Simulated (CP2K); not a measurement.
# LDA against PBE in CP2K: the gap on the mesh of tetrahedral semiconductors

Single points in CP2K on the same cell and mesh at two levels: PBE (GPW, DZVP-MOLOPT-SR-GTH basis, GTH-PBE potentials (GTH_POTENTIALS)) and LDA (GPW, DZVP-MOLOPT-SR-GTH basis, GTH-PADE potentials (GTH_POTENTIALS)). No measured value is used, so the table compares levels and does not rank them. The number in brackets is the space group.

Here x stands for gap on the mesh, PBE and y for gap on the mesh, LDA.

```
crystal     gap on the mesh, PBE (eV)  gap on the mesh, LDA (eV)  cell as run (Å³/atom)    k mesh       cutoffs
----------  -------------------------  -------------------------  ---------------------  --------  ------------
GaAs (216)                      0.516                      0.314                  22.55     8×8×8  grid 8163 eV
CdSe (186)                      0.629                          ?                  28.64     5×5×3  grid 6803 eV
Si (227)                        0.693                      0.617                  20.25     8×8×8  grid 5442 eV
ZnSe (216)                      1.363                      1.099                  22.43  10×10×10  grid 8163 eV
AlAs (216)                      1.613                      1.546                  22.67     8×8×8  grid 5442 eV
GaP (216)                       1.620                      1.468                  20.23     5×5×5  grid 8163 eV
AlN (216)                       3.514                      3.431                  10.42     9×9×9  grid 5442 eV
```

Taking a straight line for y over the 6 complete rows: With u = x - 1.6, the rows have u = -1.0840, -0.9070, -0.2370, 0.0130, 0.0200, 1.9140. Means: u -0.046833, y 1.4125. About the means, the sum of products is 5.8528 and the sum of squares of u is 5.7047; the slope is their ratio. Least squares gives y = 1.4605 + 1.02597·u. Residuals (row less fit): -0.0343, 0.0871, -0.1183, 0.0722, -0.0130, 0.0068; standard error 0.0839 (degrees of freedom: 4). Full agreement would be y = x; this line has slope 1.026 and stands -0.140 eV from it at x = 1.600.

Task: What does the fit predict for y at x = 0.629, and how far is the calculated value from it?

Result: u = -0.9710, so y = 1.4605 + 1.02597 × (-0.9710) = 0.464 eV. The calculation gives 0.340 eV, 0.124 eV below the prediction (4.0 % of the range of y in the table). The row lies between fitted rows. From the scatter of the fitted rows alone, a prediction at this place has a standard error of 0.0963 eV, so the miss is 1.3 times that.

Copying x would have missed this row by 0.289. The cells are not relaxed at this level: typed lattice constants and structures from a database of calculations, some with the lattice rescaled by up to 2.5 %. Spin-orbit coupling is off, which matters for the heavier members. Gaps are read on the mesh, which need not hold the band edges; crystals whose gap falls under 0.15 eV in either column are left out. CP2K: values carry the incompleteness of an atom-centred basis. The rows, and the inner row withheld, were drawn at random from non-magnetic crystals of this class with sound runs on fine meshes; tables whose line scatters by over 5 % of the range, or whose columns agree throughout, aren't shown.
